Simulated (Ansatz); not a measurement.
# A computed series for TiPt3: response to strain

Consider TiPt₃ in the Cu3Au type structure (space group Pm-3m, No. 221; a = 3.8996 Å; relaxed with 0.1 eV smearing). Axes: x, y, z lie along the cube axes.

Strains are applied to the cell and any free atomic positions relax; under biaxial strain the out-of-plane vector relaxes too.

The values are results of PBEsol (Ansatz, a first-principles code; PAW; 420 eV plane waves; spin-orbit coupling left out), not measurements.

Notes on the quantities. energy relative to the base: free energy F.

| biaxial strain, plane normal [111], relaxed out of plane (%) | energy relative to the base (meV/atom) |
|---|---|
| 0 | 0.0 |
| 0.5 | 1.2 |
| 1 | ? |
| 1.5 | 10.1 |
| 2 | 17.6 |
| 2.5 | 27.0 |

Q: Fit ΔE = Aε² + Bε³ (ε in %) to the rows shown and predict the withheld row.

A: Least squares on the printed values gives A = 4.74 and B = -0.17 meV/atom (largest residual 0.0 meV/atom); this predicts 4.6 meV/atom, and the run gives 4.6 meV/atom, in agreement.

No phonon test of stability was made. The final runs are not spin-polarised.
